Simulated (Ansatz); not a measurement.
## Ir under a change: isotropic strain −1.30 %

Consider Ir in the fcc (Cu type) structure (space group Fm-3m, No. 225; a = 3.846 Å; relaxed with 0.1 eV smearing).

One thing is altered: an isotropic linear strain of −1.30 %, atoms relaxed at fixed cell.

The values are results of DFT with r2SCAN, PAW potentials and a 500 eV plane-wave cutoff in Ansatz (a first-principles code), no spin-orbit coupling, earlier PAW set, not measurements. Γ-centred 29×29×29 mesh, Fermi–Dirac width 0.1 eV.

The volume per atom falls by 0.55 Å³, from 14.22 Å³ to 13.67 Å³ and the space group is still Fm-3m (No. 225). The shortest interatomic distance shrinks by 0.035 Å, from 2.719 Å to 2.684 Å and the energy goes up by 27 meV/atom. The pressure goes from zero to 16.4 GPa and the band gap stays zero.

Cost of the whole job for the changed cell (relaxation, final SCF and bands): roughly 60 core-seconds.

Stability against distortions was not tested. The final runs are not spin-polarised.
